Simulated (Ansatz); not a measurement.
## Hf2B2Ge (model structure, started from the Ti2InB2 type, P-6m2, No. 187, 5 atoms in the cell): properties by level of theory

| level (code) | lattice constant a (Å) | c axis length (Å) | bulk modulus (GPa) | cohesive energy (eV/atom) |
|---|---|---|---|---|
| LDA (Ansatz) | 3.123 | 7.638 | 193 | 7.69 |
| PBE (Ansatz) | 3.176 | 7.791 | 172 | 6.62 |
| PBEsol (Ansatz) | 3.148 | 7.702 | 183 | 7.22 |
| r²SCAN (Ansatz) | 3.167 | 7.738 | 182 | 6.65 |

Caveats: the bulk modulus is −V dP/dV from two relaxed cells at ±2 % in volume (LDA, PBE, PBEsol, r²SCAN). Ansatz's density-functional and Hartree–Fock values are scalar-relativistic unless marked +SOC, with PAW data made under PBE.

Free atoms are spin-polarised, in the lowest state found; at levels without +SOC their spin–orbit coupling is left out.

The computed numbers hold no vibrational or temperature effects.

A model structure was made by putting elements into a prototype or built by hand; it is no filed structure, need not be a known phase, and can be a saddle point held by its symmetry.

Ansatz is a program for electronic structure.
